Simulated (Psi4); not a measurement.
Psi4 1.11, HF/def2-svpd, scf_type pk: Mo(O)(S)(F)(OH) ([O]=[Mo]([OH])([F])=[S]), 6 atoms. The geometry is a generated start, not checked to be a minimum at this level.

```
Property                                            Result
-------------------------  -------------------------------
task                                                energy
method                                                 scf
basis                                            def2-svpd
memory                                                7 GB
e_convergence                                        1e-08
d_convergence                                        1e-07
guess                       auto, which took SAD (default)
diis_max_vecs                                 10 (default)
scf_initial_accelerator                    adiis (default)
effective core potentials  those of the basis set, past Kr
basis functions                                        138
```

```xyz
6

Mo     0.2837    -0.3011    -0.0159
O      1.7671    -0.1101    -0.6781
S      0.5391    -0.0988     2.1074
F     -0.2231    -2.0066    -0.1853
O     -0.9109     0.8877    -0.4687
H     -1.4559     1.6289    -0.7594
```

The reference run uses exact four-centre integrals (scf_type = pk). One run each, on a shared machine, so no times are given.

Settings tried, all else as in the reference:
- scf_type = dfdirj+snlink
- scf_type = direct
- scf_type = dfdirj+cosx, cosx_radial_points_final = 25, cosx_spherical_points_final = 50
- scf_type = dfdirj+cosx, cosx_radial_points_final = 50, cosx_spherical_points_final = 194
- scf_type = cd, cholesky_tolerance = 0.001
- scf_type = cd, cholesky_tolerance = 1e-06
- scf_type = dfdirj+cosx
- scf_type = cd, cholesky_tolerance = 1e-05
- scf_type = mem_df
- scf_type = cd, cholesky_tolerance = 0.0001 (default)
- scf_type = dfdirj+cosx, cosx_radial_points_final = 75, cosx_spherical_points_final = 302
- scf_type = dfdirj+link

Problem. Sort the settings: which keep to the reference within 0.10 meV/atom in energy, and which don't?

Solution. Within it: scf_type = direct; scf_type = cd, cholesky_tolerance = 1e-06. At the edge (between 0.75 and 1.33 times the tolerance): scf_type = cd, cholesky_tolerance = 1e-05. Outside: scf_type = dfdirj+cosx, cosx_radial_points_final = 75, cosx_spherical_points_final = 302; scf_type = dfdirj+link; scf_type = dfdirj+snlink; scf_type = dfdirj+cosx, cosx_radial_points_final = 50, cosx_spherical_points_final = 194; scf_type = mem_df; scf_type = dfdirj+cosx; scf_type = cd, cholesky_tolerance = 0.0001 (default); scf_type = cd, cholesky_tolerance = 0.001; scf_type = dfdirj+cosx, cosx_radial_points_final = 25, cosx_spherical_points_final = 50.

```csv
setting,energy against the reference
scf_type = direct,under 0.001 meV/atom
"scf_type = cd, cholesky_tolerance = 1e-06",+0.012 meV/atom
"scf_type = cd, cholesky_tolerance = 1e-05",+0.10 meV/atom
"scf_type = dfdirj+cosx, cosx_radial_points_final = 75, cosx_spherical_points_final = 302",+0.26 meV/atom
scf_type = dfdirj+link,−0.40 meV/atom
scf_type = dfdirj+snlink,−0.41 meV/atom
"scf_type = dfdirj+cosx, cosx_radial_points_final = 50, cosx_spherical_points_final = 194",+0.49 meV/atom
scf_type = mem_df,+1.0 meV/atom
scf_type = dfdirj+cosx,+1.8 meV/atom
"scf_type = cd, cholesky_tolerance = 0.0001 (default)",+2.2 meV/atom
"scf_type = cd, cholesky_tolerance = 0.001",+23 meV/atom
"scf_type = dfdirj+cosx, cosx_radial_points_final = 25, cosx_spherical_points_final = 50",+52 meV/atom
```

Total energies are compared; such shifts often cancel in part in energy differences. The DFDIRJ builders fit J, which adds its shift to that of exchange. Psi4 runs the final COSX grid once, on the density of the start grid. No test of the SCF solution's stability was run. Also tried and not ranked: scf_type = cd, cholesky_tolerance = 0.01 (possibly another state). The tolerance is a choice made for this comparison.
